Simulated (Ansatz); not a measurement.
A self-consistent single point of InCu₂ (P3m1, 6 atoms in the cell) with Ansatz (a first-principles code).

Level of theory: PBEsol, default PAW files made with PBE (plane waves; Ansatz).

The change in words: lattice scaled by 0.98; kpoints.mp_grid.grid: 9 9 6 → 6 6 5; scf.occupations.width: 0.1 eV → 0.05 eV. Reference geometry:
```
InCu2
1.0
    4.46811     0.00000     0.00000
   -2.23406     3.86950     0.00000
    0.00000     0.00000     5.38432
In Cu
2 4
Direct
  0.66667   0.33333   0.75929
  0.33333   0.66667   0.25000
  0.00000   0.00000   0.00000
  0.00000   0.00000   0.50000
  0.66667   0.33333   0.25000
  0.33333   0.66667   0.75000
```

Reference input (self-consistent single point, DFT, PBEsol, plane waves, default PAW files made with PBE): basis.ecutwfc = 420 eV; kpoints.mp_grid.grid = 9 9 6; hamiltonian.xc = pbesol; hamiltonian.pseudopotentials = {kind: paw} (the program's default PAW files); scf.occupations.method = fermi_dirac; scf.occupations.width = 0.1 eV. This run's input differs from it in these lines:

Ansatz 0.2 input:
```diff
@@ -2,5 +2,5 @@
   lattice:
-    - [4.468114, 0.000000, 0.000000]
-    - [-2.234057, 3.869501, 0.000000]
-    - [0.000000, 0.000000, 5.384325]
+    - [4.378752, 0.000000, 0.000000]
+    - [-2.189376, 3.792111, 0.000000]
+    - [0.000000, 0.000000, 5.276638]
   atoms:
@@ -15,3 +15,3 @@
 kpoints:
-  mp_grid: { grid: [9, 9, 6] }
+  mp_grid: { grid: [6, 6, 5] }
 hamiltonian:
@@ -20,3 +20,3 @@
 scf:
-  occupations: { method: fermi_dirac, width: 0.1 eV }
+  occupations: { method: fermi_dirac, width: 0.05 eV }
 output:
```

The program printed (abridged):

```
SCF iter   1: F=—  HF=-37405.477859 eV  |F-HF|=—  |Δ(HF+E_count)|=         —  Δρ=1.50e-2  dr2=1.09e-1  ethr=1.77e-3  ⟨swp⟩=6.1  Hψ=6120  notcnv=0  defer=5
all-band conjugate gradients solve this SCF's bands
preconditioner: auto → Resta (q_TF=auto, 2.798 Å⁻¹)
SCF iter   2: F=—  HF=-37405.453417 eV  |F-HF|=—  |Δ(HF+E_count)|=   2.44e-2  Δρ=1.66e-3  dr2=1.84e-3  ethr=1.07e-4  ⟨swp⟩=2.0  Hψ=2743  notcnv=0  defer=88
   [... lines left out ...]
SCF iter   7: F=—  HF=-37405.451605 eV  |F-HF|=—  |Δ(HF+E_count)|=   8.31e-7  Δρ=1.02e-5  dr2=1.04e-7  ethr=2.99e-9  ⟨swp⟩=2.0  Hψ=2642  notcnv=0  defer=88
SCF iter   8: F=-37405.451605 eV  HF=-37405.451605 eV  |F-HF|=1.21e-9  |Δ(HF+E_count)|=   4.08e-8  Δρ=2.01e-6  dr2=3.44e-9  ethr=9.80e-11  ⟨swp⟩=8.6  Hψ=6547  notcnv=0
the last iteration of the SCF fills more bands at one k-point than at another …
SCF 1 converged in 8 iterations: F = -37405.451605 eV  dr2 = 3.44e-9
Free energy (F): -37405.451605 eV
Internal energy: -37405.445546 eV  (E = F + TS)
E sigma→0 (E₀):  -37405.448576 eV
Entropy (-TS):   -0.006059 eV (-1.010 meV/atom)
Fermi energy:    15.718791 eV
--- Forces (eV/Å), atoms counted from 1 ---
  atom   1  In     0.00000000    -0.00000000    -0.33163530
  atom   2  In     0.00000000     0.00000000     0.05693174
  atom   3  Cu     0.00000000    -0.00000000     0.03124456
  atom   4  Cu     0.00000000     0.00000000     0.03112217
  atom   5  Cu     0.00000000    -0.00000000     0.28048518
  atom   6  Cu     0.00000000     0.00000000    -0.06814667
--- Stress (GPa, compression-positive) ---
       -0.122570       0.000000       0.000000
        0.000000      -0.122570      -0.000000
        0.000000      -0.000000       1.123546
  P = ⅓ Tr σ = 0.2928 GPa (2.928 kbar)
  The stress holds the Pulay correction. Without it, at fixed plane waves, as pw.x and ABINIT print it: P = 0.1998 GPa
```

The run converged in 8 iterations. Against the reference run the free energy falls by 10.3 meV/atom, the pressure goes from -5.81 to 0.29 GPa and the largest force goes from 0.265 to 0.332 eV/Å.

The starting cell comes from a database of computed structures (which also holds hypothetical and non-ambient phases and stackings), without a prior relaxation at this level. Its lattice was rescaled by up to half a per cent. One atom was moved a little off its site on purpose. For this run, on top of that: lattice scaled by 0.98. Spin polarisation is off. Ansatz's pressure includes its estimate of the finite-basis (Pulay) stress.
